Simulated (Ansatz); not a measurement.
Here is the system:

End structure of the (10-12) surface of hcp Hf in its 1x1 cell, outermost plane spacing 1.25 Å in the ideal cut:

```xyz
12
Lattice="3.2049 0.0000 0.0000 0.0000 7.5160 0.0000 0.0000 0.0000 27.0000" Properties=species:S:1:pos:R:3 pbc="T T T"
Hf     0.0000     5.2563     8.3623
Hf     1.6024     0.0845     9.4779
Hf     1.6024     3.2830    10.1072
Hf     0.0000     5.5925    11.3351
Hf     0.0000     1.1950    11.9119
Hf     1.6024     3.5850    13.1733
Hf     1.6024     6.6640    13.8267
Hf     0.0000     1.5380    15.0882
Hf     0.0000     4.6565    15.6649
Hf     1.6024     6.9659    16.8928
Hf     1.6024     2.6484    17.5221
Hf     0.0000     4.9926    18.6377
```

Slab: 12 atoms, 10.6 Å thick at the start; k 12x5x1, smearing 0.1 eV, dipole-corrected; all atoms relaxed; start symmetry kept, larger cells not searched; no spin, no spin-orbit, no U.

Problem. Predict the surface energy (mean of both faces) from PBE (Ansatz, a quantum-chemistry and plane-wave program).

Solution. 1.94 J/m²

Problem. What is the computed work function of the top face (PBE)?

Solution. 3.52 eV
